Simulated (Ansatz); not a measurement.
Seebeck coefficient (μV/K, mean over directions) of n-type WS2 (P6_3/mmc) against carrier density, PBEsol+D3BJ, rigid bands (Ansatz, a program for electronic structure). Computed gap 0.65 eV; densities at which minority carriers matter at this gap, or further valleys turn the trend, are left out. Conductivity mass 0.45 mₑ (harmonic mean over directions), N_c = 4.6e19 cm⁻³ at 300 K.

```
electron density       300 K  500 K
----------------  ----------  -----
1e18 cm⁻³               -542   -609
3e18 cm⁻³               -448   -515
1e19 cm⁻³               -345   -412
3e19 cm⁻³               -254   -319
1e20 cm⁻³         (withheld)   -221
3e20 cm⁻³         (withheld)   -140
1e21 cm⁻³                -45    -74
```

Problem. Fill in the missing entries.

Solution. 
- 1e20 cm⁻³, 300 K: -161
- 3e20 cm⁻³, 300 K: -93

Rigid bands with a gap fixed in temperature, one relaxation time for all states, no polarons or phonon drag, and whether or not such doping can be reached. Spin-orbit coupling is left out. Geometry: cell and atoms relaxed with PBEsol+D3(BJ).
